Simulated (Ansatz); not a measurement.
**Response to strain in HgSe**

Consider HgSe in the zinc blende structure (space group F-43m, No. 216; a = 6.1332 Å). Axes: x, y, z lie along the cube axes.

Strains are applied to the cell and any free atomic positions relax; under biaxial strain the out-of-plane vector relaxes too; under stress the whole cell relaxes.

The values are results of Kohn–Sham DFT with the PBEsol functional, run in Ansatz (an electronic-structure program) with PAW and 420 eV plane waves, scalar-relativistic without spin-orbit coupling, earlier PAW set, not measurements.

Notes on the quantities. energy relative to the base: free energy F; pressure: mean of the normal stresses, compression positive.

| case | energy relative to the base | pressure | volume per atom |
|---|---|---|---|
| base | 0 meV/atom | 0.0 GPa | 28.84 Å³ |
| biaxial strain −4.62 %, plane normal [001], relaxed out of plane | +16 meV/atom | 1.3 GPa | 28.01 Å³ |
| biaxial strain +2.04 %, plane normal [001], relaxed out of plane | +2.7 meV/atom | -0.5 GPa | 29.08 Å³ |
| biaxial strain +2.82 %, plane normal [001], relaxed out of plane | +5.1 meV/atom | -0.7 GPa | 29.15 Å³ |
| uniaxial strain ε_yy = −2.74 % | +4.2 meV/atom | 1.5 GPa | 28.05 Å³ |
| uniaxial strain ε_yy = −0.27 % | 0.0 meV/atom | 0.1 GPa | 28.76 Å³ |
| uniaxial strain ε_zz = +1.38 % | [?] | -0.7 GPa | 29.24 Å³ |
| uniaxial stress, 0.5 GPa tension along z | +1.0 meV/atom | – | 28.92 Å³ |
| tensor shear ε_xz = −0.65 % | +0.3 meV/atom | 0.0 GPa | 28.84 Å³ |
| tensor shear ε_xz = −3.65 % | +11 meV/atom | -0.1 GPa | 28.80 Å³ |

Task: Complete the table.

Result: 
- uniaxial strain ε_zz = +1.38 %, energy relative to the base: +1.1 meV/atom

A case with no gap was solved on a k-mesh chosen for an insulator, which is coarse for it. Stability under load was not tested beyond the relaxation. All final runs are without spin polarisation.
